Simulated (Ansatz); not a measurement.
**ZrN: isotropic strain +2.01 %**

The reference is ZrN in the rock salt structure (space group Fm-3m, No. 225; a = 4.552 Å).

The change: the cell is scaled by 1.0201 in all directions; the atoms relax in the strained cell.

The values are results of PBEsol (Ansatz, a program for electronic structure; PAW; 420 eV plane waves; spin-orbit coupling left out), not measurements. k-mesh 18×18×18 (Γ-centred); smearing 0.05 eV (Fermi–Dirac).

The volume per atom grows by 0.73 Å³ to 12.52 Å³ and the space group stays Fm-3m (No. 225). The shortest interatomic distance goes up by 0.046 Å, from 2.276 Å to 2.322 Å and the energy rises by 34 meV/atom. The pressure goes from zero to -14.1 GPa and the band gap remains zero.

Final structure:

```yaml
crystal:
  lattice:
    - [0.00000, 2.32187, 2.32187]
    - [2.32187, 0.00000, 2.32187]
    - [2.32187, 2.32187, 0.00000]
  atoms:
    - { symbol: N, position: [0.00000, 0.00000, 0.00000] }
    - { symbol: Zr, position: [0.50000, 0.50000, 0.50000] }
```

Cost of the whole job for the changed cell (relaxation, final SCF and bands): roughly 5 core-seconds.

Stability against distortions was not tested. All final runs are without spin polarisation. An odd electron count without spin: ZrN.
